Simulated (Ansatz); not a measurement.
Levels about the gap of amorphous Zr$_{20}$O$_{45}$Nb$_{2}$ (67 atoms in a cell of 866 Å³, 5.23 g/cm³; zone centre alone, so wide bands show as single levels with stretches between that a denser mesh fills), at the geometry that PBE relaxed, where it gives 0.1 GPa on a denser mesh. The participation number counts the atoms over which a state spreads; weights are charges in smoothed Voronoi cells. The levels come from a single point, so bond lengths are those of that geometry. Method of the levels: PBE, scalar-relativistic without spin-orbit coupling (Ansatz, a quantum-chemistry and plane-wave program). Sampling: the zone centre alone; Fermi-Dirac width 0.02 eV; no spin polarisation.

Preparation: random packing, a CHGNet melt and quench, and a DFT relaxation. O atoms were pushed apart under 1.9 Å during the dynamics, to hinder bonds among them. The hot cell started wider than the set density and was brought back towards it in steps. It is the lowest in DFT energy of 2 quenches. It is a model cell: composition and starting density were chosen by hand, and all elements were melted together. No dispersion term was used. Its density started from a set value of 5.23 and ended at 5.23 g/cm³. Cooling (nominally 300 K/ps over its main leg) ran many orders faster than in experiment, which tends to leave more defects and strain. Values belong to this one cell and scatter from quench to quench. The volume was held where the preparation left it and the shape relaxed, at a PBE pressure of 0.1 GPa.

```tsv
E - E(highest filled), eV	filling	participation number	largest on	weight O	weight Zr	weight Nb
-0.38	filled	22.4	O, 3 neighbours	0.94	0.05	0.00
-0.35	filled	19.5	O, 3 neighbours	0.95	0.04	0.00
-0.30	filled	19.1	O, 3 neighbours	0.94	0.05	0.01
-0.29	filled	20.3	O, 3 neighbours	0.94	0.05	0.01
-0.21	filled	15.6	O, 3 neighbours	0.95	0.05	0.00
-0.12	filled	18.2	O, 3 neighbours	0.95	0.05	0.00
0.00	filled	15.5	O, 3 neighbours	0.95	0.04	0.01
3.26	empty	11.4	Nb, 5 neighbours	0.33	0.32	0.35
3.32	empty	5.4	Nb, 7 neighbours	0.34	0.20	0.46
3.43	empty	8.5	Nb, 7 neighbours	0.33	0.26	0.42
3.56	empty	11.0	Nb, 5 neighbours	0.33	0.33	0.33
3.68	empty	20.4	Zr, 6 neighbours	0.34	0.59	0.07
3.73	empty	19.1	Zr, 7 neighbours	0.34	0.58	0.08
3.77	empty	24.4	Zr, 7 neighbours	0.34	0.57	0.09
```

Most localised among these is the empty level at +3.32 eV, on a Nb atom, which has 7 neighbours (O 1.96 Å, O 1.97 Å, O 1.99 Å, O 2.07 Å, O 2.17 Å, O 2.26 Å, O 2.26 Å).
